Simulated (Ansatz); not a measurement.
Defect migration in fcc Pt: interstitial Cl, neutral cell. The step: several atoms move together, Cl the farthest; the atom moves 1.71 Å along (0.25, -0.25, 0.25) of the unit cell; the moving atom starts with neighbours 4 Pt at 2.12 Å and ends with 6 Pt at 2.30 Å. A PBE band in Ansatz (plane-wave PAW, a 2×2×2 k-point mesh shifted by half a step, 32 host sites, 22 SCF runs with any check of the saddle's order, static, no finite-size correction) gives a forward barrier of 0.78 eV. The saddle point's order was not checked, and it lies on a symmetry element of the cell, where a band can be held. Sites that were not tried may lie lower.

Single points at the band's start and saddle point can refine it. Rough cost of one point, in units of the band's mean SCF on the same machine:

```csv
Level,Cost of one point
"PBE, a 4×4×4 k-point mesh shifted by half a step",about 8
"r2SCAN at 500 eV, a 2×2×2 k-point mesh shifted by half a step",about 3
```

Question: Which of these move the barrier by more than 0.1 eV, and how far does each move it?

Answer: Not one does. PBE, a 4×4×4 k-point mesh shifted by half a step: +0.04 eV; r2SCAN at 500 eV, a 2×2×2 k-point mesh shifted by half a step: +0.05 eV. Each functional is compared with PBE at the same k-points.

Ansatz is an electronic-structure program.
